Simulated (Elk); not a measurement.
**A self-consistent single point of BaTe (Fm-3m, 2 atoms in the cell) with Elk**

Level of theory: PBE, all-electron FP-LAPW, Elk's shipped species files, APW+lo basis with extra local orbitals in Elk.

Input as run:

```
tasks
  0

xctype
  20

rgkmax
  7.5

gmaxvr
  14.0

nxlo
  2

lorbcnd
  .true.

lmaxi
  3

swidth
  0.000367493

maxscl
  100

scale
  9.353667101

avec
    0.0000000000    0.7071067812    0.7071067812
    0.7071067812    0.0000000000    0.7071067812
    0.7071067812    0.7071067812    0.0000000000

atoms
  2
  'Ba.in'
  1
  0.0000000000  0.0000000000  0.0000000000    0.0 0.0 0.0
  'Te.in'
  1
  0.5000000000  0.5000000000  0.5000000000    0.0 0.0 0.0

ngridk
  8 8 8
```

Output (repeated stretches shortened):

```
│ Elk code version 10.2.4 │

All units are atomic (Hartree, Bohr, etc.)

│ Ground-state run starting from atomic densities │

Lattice vectors :
   0.000000000       6.614041436       6.614041436
   6.614041436       0.000000000       6.614041436
   6.614041436       6.614041436       0.000000000

Unit cell volume      :    578.6696829
Brillouin zone volume :   0.4286559686

Muffin-tin inner radius fraction :   0.1000000000E-01

Nuclei treated as point charges

Species :    1 (Ba)
 parameters loaded from : Ba.in
 name : barium
 nuclear charge    :   -56.00000000
 electronic charge :    56.00000000
 atomic mass :    250331.8069
 muffin-tin radius :    2.800000000
 number of radial points in muffin-tin :    697
 atomic positions (lattice), magnetic fields (Cartesian) :
   1 :   0.00000000  0.00000000  0.00000000    0.00000000  0.00000000  0.00000000

Species :    2 (Te)
 parameters loaded from : Te.in
 name : tellurium
 nuclear charge    :   -52.00000000
 electronic charge :    52.00000000
 atomic mass :    232600.5707
 muffin-tin radius :    2.600000000
 number of radial points in muffin-tin :    597
 atomic positions (lattice), magnetic fields (Cartesian) :
   1 :   0.50000000  0.50000000  0.50000000    0.00000000  0.00000000  0.00000000

Total number of atoms per unit cell :    2

Spin treatment :
 spin-unpolarised

Number of Bravais lattice symmetries :   48
Number of crystal symmetries         :   48
Crystal has inversion symmetry
Real symmetric eigensolver will be used

k-point grid :      8     8     8
k-point offset :    0.000000000       0.000000000       0.000000000
k-point set is reduced with full crystal symmetry group
Total number of k-points :       29

Muffin-tin radius times maximum |G+k| :    7.500000000
 using average radius
Maximum |G+k| for APW functions       :    2.777777778
Maximum (1/2)|G+k|²                   :    3.858024691
Maximum |G| for potential and density :    14.00000000
 potential will be trimmed for |G| > 2 gkmax
Constant for pseudocharge density :   10
Radial integration step length :    4

G-vector grid sizes :     42    42    42
Number of G-vectors :    26813

Maximum angular momentum used for
 APW functions                      :    8
 outer part of muffin-tin           :    6
 inner part of muffin-tin           :    3

Total nuclear charge    :   -108.0000000
Total core charge       :    72.00000000
Total valence charge    :    36.00000000
Total excess charge     :    0.000000000
Total electronic charge :    108.0000000

Effective Wigner radius, rₛ :    1.085524063

Number of empty states         :    8
Total number of valence states :   26
Total number of core states    :   72

Conduction state local-orbitals added automatically
Total number of local-orbitals :  163

Exchange-correlation functional :     20     0     0
 Perdew-Burke-Ernzerhof, Phys. Rev. Lett. 77, 3865 (1996)
 gradient requirement :    1
 generalised gradient approximation (GGA)

Smearing type :    3
 Fermi-Dirac
Smearing width :   0.3674930000E-03
Effective electronic temperature (K) :    116.0451112

Mixing type :    3
 Broyden mixing, J. Phys. A: Math. Gen. 17, L317 (1984)

Kohn-Sham potential initialised from atomic data

│ Self-consistent loop started │
│ Loop number : 1 │
 total energy                :     -14948.1344885
│ Loop number : 2 │
 total energy                :     -14948.0378336
RMS change in Kohn-Sham potential (target) :   0.1004197827     (  0.1000000000E-05)
Absolute change in total energy (target)   :   0.9665497211E-01 (  0.1000000000E-03)
│ Loop number : 3 │
 total energy                :     -14946.3593899
RMS change in Kohn-Sham potential (target) :   0.8526419245E-01 (  0.1000000000E-05)
Absolute change in total energy (target)   :    1.702607446     (  0.1000000000E-03)
│ Loop number : 4 │
 total energy                :     -14941.2110000
RMS change in Kohn-Sham potential (target) :   0.3984165025E-01 (  0.1000000000E-05)
Absolute change in total energy (target)   :    5.574041703     (  0.1000000000E-03)
│ Loop number : 5 │
 total energy                :     -14938.0620560
RMS change in Kohn-Sham potential (target) :   0.1239057948E-01 (  0.1000000000E-05)
Absolute change in total energy (target)   :    4.542454421     (  0.1000000000E-03)
│ Loop number : 6 │
 total energy                :     -14936.9541883
RMS change in Kohn-Sham potential (target) :   0.2896526535E-02 (  0.1000000000E-05)
Absolute change in total energy (target)   :    2.243481378     (  0.1000000000E-03)
│ Loop number : 7 │
 total energy                :     -14936.6090654
RMS change in Kohn-Sham potential (target) :   0.1463807584E-03 (  0.1000000000E-05)
Absolute change in total energy (target)   :   0.9059931601     (  0.1000000000E-03)
│ Loop number : 8 │
 total energy                :     -14936.5976584
RMS change in Kohn-Sham potential (target) :   0.8050645944E-04 (  0.1000000000E-05)
Absolute change in total energy (target)   :   0.2379053056     (  0.1000000000E-03)
│ Loop number : 9 │
 total energy                :     -14936.5860218
RMS change in Kohn-Sham potential (target) :   0.2030917802E-04 (  0.1000000000E-05)
Absolute change in total energy (target)   :   0.7111294387E-01 (  0.1000000000E-03)
│ Loop number : 10 │
 total energy                :     -14936.5854926
RMS change in Kohn-Sham potential (target) :   0.8280697259E-05 (  0.1000000000E-05)
Absolute change in total energy (target)   :   0.1830748668E-01 (  0.1000000000E-03)
│ Loop number : 11 │
 total energy                :     -14936.5847381
RMS change in Kohn-Sham potential (target) :   0.3726917211E-05 (  0.1000000000E-05)
Absolute change in total energy (target)   :   0.5331289507E-02 (  0.1000000000E-03)
│ Loop number : 12 │
 total energy                :     -14936.5847747
RMS change in Kohn-Sham potential (target) :   0.5284713005E-06 (  0.1000000000E-05)
Absolute change in total energy (target)   :   0.1296297007E-02 (  0.1000000000E-03)
│ Loop number : 13 │
 total energy                :     -14936.5847863
RMS change in Kohn-Sham potential (target) :   0.1981774066E-06 (  0.1000000000E-05)
Absolute change in total energy (target)   :   0.3123953920E-03 (  0.1000000000E-03)
│ Loop number : 14 │
 total energy                :     -14936.5847823
RMS change in Kohn-Sham potential (target) :   0.5172098665E-07 (  0.1000000000E-05)
Absolute change in total energy (target)   :   0.8215065463E-04 (  0.1000000000E-03)
Convergence targets achieved

│ Loop number : 15 │

Energies :
 Fermi                       :     0.157788811542
 sum of eigenvalues          :     -9141.57113641
 electron kinetic            :      15875.6919942
 core electron kinetic       :      15443.1217116
 Coulomb                     :     -30437.5241810
 Coulomb potential           :     -24528.1993034
 nuclear-nuclear             :     -1084.92740450
 electron-nuclear            :     -34176.9942496
 Hartree                     :      4824.39747310
 Madelung                    :     -18173.4245293
 xc potential                :     -489.063827260
 exchange                    :     -368.940827857
 correlation                 :     -5.81176924546
 electron entropic           :    -0.719587118712E-12
 total energy                :     -14936.5847839

Density of states at Fermi energy :   0.2721329719E-06
 (states/Hartree/unit cell)

Estimated indirect band gap :   0.5889286680E-01
 from k-point      1 to k-point     21
Estimated direct band gap   :   0.7178497566E-01
 at k-point     21

Charges :
 core                        :    72.00000000
 valence                     :    36.00000000
 interstitial                :    4.290972371
 muffin-tins (core leakage)
  species :    1 (Ba)
   atom    1                 :    53.65430312     (  0.5290457096E-05)
  species :    2 (Te)
   atom    1                 :    50.05472451     (  0.4053886742E-03)
 total in muffin-tins        :    103.7090276
 total calculated charge     :    107.9952115
 total charge                :    108.0000000
 error                       :   0.4788455088E-02

│ Self-consistent loop stopped │
```

The run converged in 15 iterations. The count includes the last loop, which Elk runs after its targets are met.

The starting cell has typed, rounded lattice constants, without a prior relaxation at this level. Spin-orbit coupling is off. Values depend on the basis (sphere radii, cutoffs, local orbitals), which need not be converged.
